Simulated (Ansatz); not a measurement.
# 6 layers of arsenene, started at parallel, shifted by (1/3,2/3) (facing As atop As, which symmetry holds and which is mostly a maximum against sliding; arsenene a predicted or substrate-bound sheet, here free)

Method: PBE+D3(BJ) (plane waves to 420 eV, PAW; Ansatz, an electronic-structure program). No spin–orbit coupling; PBE gaps are too small against experiment. Its k-point mesh 9×9×1, Fermi–Dirac width 0.01 eV. A dipole correction is on.

```
Quantity                                                                                                       Value
---------------------------------------------------------------------  ---------------------------------------------
gap between facing atomic planes                                                      3.76, 3.75, 3.75, 3.75, 3.76 Å
step of the vacuum level across the stack (top less bottom)                                                  0.00 eV
PBE gap over the mesh and listed points off it                         0.54 eV, indirect (lowest direct gap 1.25 eV)
valence and conduction edges under the vacuum level of the lower face                               4.77 and 4.23 eV
```

```
CELL_PARAMETERS angstrom
      3.57185     0.00000     0.00000
     -1.78592     3.09331     0.00000
      0.00000     0.00000    43.15000
ATOMIC_POSITIONS crystal
  As 0.33333 0.66667 0.18531
  As 0.66667 0.33333 0.21770
  As 0.66667 0.33333 0.30478
  As 0.00000 0.00000 0.33717
  As 0.00000 0.00000 0.42415
  As 0.33333 0.66667 0.45655
  As 0.33333 0.66667 0.54345
  As 0.66667 0.33333 0.57585
  As 0.66667 0.33333 0.66283
  As 0.00000 0.00000 0.69522
  As 0.00000 0.00000 0.78230
  As 0.33333 0.66667 0.81469
```
